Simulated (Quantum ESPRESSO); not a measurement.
**Pressure against volume in rock-salt CaO (space group 225) (Quantum ESPRESSO, PBE)**

```
CaO
1.0
    0.00000     2.36224     2.36224
    2.36224     0.00000     2.36224
    2.36224     2.36224     0.00000
Ca O
1 1
Direct
  0.00000   0.00000   0.00000
  0.50000   0.50000   0.50000
```

Method: PBE, GBRV 1.5 ultrasoft (PBE) pseudopotentials (plane waves; Quantum ESPRESSO 7.5). Settings: ecutwfc = 52 Ry; ecutrho = 260 Ry; occupations = smearing; smearing = fd; degauss = 0.000734986 Ry; potentials = {Ca: ca_pbe_v1.uspp.F.UPF, O: o_pbe_v1.2.uspp.F.UPF}; K_POINTS = automatic 12 12 12 0 0 0; conv_thr = 1e-10 Ry; mixing_beta = 0.5. The cell above is the first row's. The rows scale it uniformly. In all rows fractional positions and the k mesh are held.

| V (Å^3/atom) | P (GPa) |
|---|---|
| 13.182 | 8.10 |
| 13.468 | 5.22 |
| 13.755 | 2.64 |
| 14.041 | 0.32 |
| 14.328 | -1.75 |
| 14.614 | -3.61 |
| 14.901 | -5.29 |
| 15.188 | -6.78 |
| 15.474 | ? |

Taking a cubic for P over the 8 complete rows: With u = V - 14.2, the rows have u = -1.0180, -0.7320, -0.4450, -0.1590, 0.1280, 0.4140, 0.7010, 0.9880. Least squares gives P = -0.857 - 7.1986·u + 1.3894·u² - 0.1768·u³. Residuals (row less fit): 0.002, -0.006, 0.003, -0.003, 0.006, 0.002, -0.009, 0.003; standard error 0.007 (degrees of freedom: 4). The fitted pressure is zero at V0 = 14.08, where dP/dV = -7.529, so B0 = -V0·dP/dV = 106 GPa.

### Question
What does the fit predict for P at V = 15.474, and how far is the calculated value from it?

### Answer
u = 1.2740, so P = -0.857 - 7.1986 × 1.2740 + 1.3894 × 1.2740² - 0.1768 × 1.2740³ = -8.139 GPa. The calculation gives -8.13 GPa, 0.009 GPa above the prediction (0.1 % of the range of P in the table). The row lies outside the fitted rows, so this is an extrapolation. From the scatter of the fitted rows alone, a prediction at this place has a standard error of 0.018 GPa, so the miss is 0.5 times that.

Carrying the step between the two nearest rows on in a straight line would have given -8.26, off by 0.13; series whose last step already gives the withheld value aren't shown. The scan was laid around a cell of about the measured size, scaled by a guess for this functional. The runs keep the symmetry of the cell, so they don't test it for distortions. Cutoffs and mesh are single choices, not tested for convergence of this quantity. Series with a scatter that would blur these digits, or in which a gap closes, are not shown.
